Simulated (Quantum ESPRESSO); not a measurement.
Input and output of a self-consistent single point for CaMg₇ (P-6m2, 8 atoms in the cell) (Quantum ESPRESSO).

Computed with PBEsol, GBRV 1.5 ultrasoft (PBESOL) pseudopotentials (plane waves; Quantum ESPRESSO).

The change in words: lattice scaled by 0.98. Reference geometry:
```xyz
8
Lattice="6.7900 0.0000 0.0000 -3.3950 5.8803 0.0000 0.0000 0.0000 5.3701" Properties=species:S:1:pos:R:3 pbc="T T T"
Ca     0.0000     0.0000     2.6850
Mg    -1.6739     2.9538     2.6850
Mg     0.0000     5.8531     2.6850
Mg     1.6739     2.9538     2.6850
Mg     0.0000     2.0017     0.0000
Mg    -1.6615     4.8795     0.0000
Mg     1.6615     4.8795     0.0000
Mg     3.3950     1.9601     0.0000
```

Reference input (self-consistent single point, DFT, PBEsol, plane waves, GBRV 1.5 ultrasoft (PBESOL) pseudopotentials): ecutwfc = 40 Ry; ecutrho = 200 Ry; occupations = smearing; smearing = fd; degauss = 0.0073499 Ry; potentials = {Ca: ca_pbesol_v1.uspp.F.UPF, Mg: mg_pbesol_v1.4.uspp.F.UPF}; K_POINTS = automatic 4 4 5 0 0 0; conv_thr = 1e-11 Ry. This run's input differs from it in these lines:

```diff
@@ -24,14 +24,14 @@
 CELL_PARAMETERS bohr
-  12.8312237088     0.0000000000     0.0000000000
-  -6.4156118544    11.1121656934     0.0000000000
-   0.0000000000     0.0000000000    10.1479653495
+  12.5745991736     0.0000000000     0.0000000000
+  -6.2872995868    10.8899223267     0.0000000000
+   0.0000000000     0.0000000000     9.9450068740
 ATOMIC_POSITIONS angstrom
-Ca    0.0000000000    0.0000000000    2.6850360000
-Mg   -1.6739195493    2.9537653301    2.6850360000
-Mg    0.0000000000    5.8530790373    2.6850360000
-Mg    1.6739195493    2.9537653301    2.6850360000
-Mg    0.0000000000    2.0016557705    0.0000000000
-Mg   -1.6615108404    4.8794769635    0.0000000000
-Mg    1.6615108404    4.8794769635    0.0000000000
-Mg    3.3949955873    1.9601016162    0.0000000000
+Ca    0.0000000000    0.0000000000    2.6313355000
+Mg   -1.6404411504    2.8946900095    2.6313355000
+Mg    0.0000000000    5.7360174287    2.6313355000
+Mg    1.6404411504    2.8946900095    2.6313355000
+Mg    0.0000000000    1.9616226456    0.0000000000
+Mg   -1.6282806157    4.7818874010    0.0000000000
+Mg    1.6282806157    4.7818874010    0.0000000000
+Mg    3.3270956594    1.9208995746    0.0000000000
 K_POINTS automatic
```

Log, with long lists cut:

```
     Self-consistent Calculation

     iteration #  1     ecut=    40.00 Ry     beta= 0.70

     total energy              =    -950.46813875 Ry
     estimated scf accuracy    <       0.86052694 Ry

     iteration #  2     ecut=    40.00 Ry     beta= 0.70

     total energy              =    -950.65036431 Ry
     estimated scf accuracy    <       0.06867512 Ry

     iteration #  3     ecut=    40.00 Ry     beta= 0.70

     total energy              =    -950.65564681 Ry
     estimated scf accuracy    <       0.05780805 Ry

   [... 6 blocks of this kind left out ...]

     iteration # 10     ecut=    40.00 Ry     beta= 0.70

     total energy              =    -950.66941818 Ry
     estimated scf accuracy    <          2.7E-10 Ry

     iteration # 11     ecut=    40.00 Ry     beta= 0.70
     End of self-consistent calculation

     the Fermi energy is     5.1977 ev

!    total energy              =    -950.66941818 Ry
     estimated scf accuracy    <          5.7E-12 Ry
     smearing contrib. (-TS)   =      -0.00836875 Ry
     internal energy E=F+TS    =    -950.66104944 Ry

     convergence has been achieved in  11 iterations

     Forces acting on atoms (cartesian axes, Ry/au):

     atom    1 type  1   force =     0.00000000    0.00000000    0.00000000
     atom    2 type  2   force =     0.00073992    0.00042719    0.00000000
     atom    3 type  2   force =     0.00000000   -0.00085439   -0.00000000
     atom    4 type  2   force =    -0.00073992    0.00042719    0.00000000
     atom    5 type  2   force =     0.00000000    0.00364179    0.00000000
   [... lines left out ...]

     Total force =     0.006479     Total SCF correction =     0.000008

          total   stress  (Ry/bohr**3)                   (kbar)     P=       -8.46
  -0.00005620   0.00000000   0.00000000           -8.27        0.00        0.00
   0.00000000  -0.00005620  -0.00000000            0.00       -8.27       -0.00
   0.00000000  -0.00000000  -0.00006009            0.00       -0.00       -8.84

   JOB DONE.
```

The run converged in 11 iterations. Against the reference run the free energy falls by 16.5 meV/atom, the pressure goes from -2.43 to -0.85 GPa and the largest force goes from 0.098 to 0.094 eV/Å.

The starting cell comes from a database of computed structures (which also holds hypothetical and non-ambient phases and stackings), without a prior relaxation at this level. Its lattice was rescaled by a random factor within 2.5 % of one. For this run, on top of that: lattice scaled by 0.98.

Cost on one core of a shared machine: roughly 60 s.
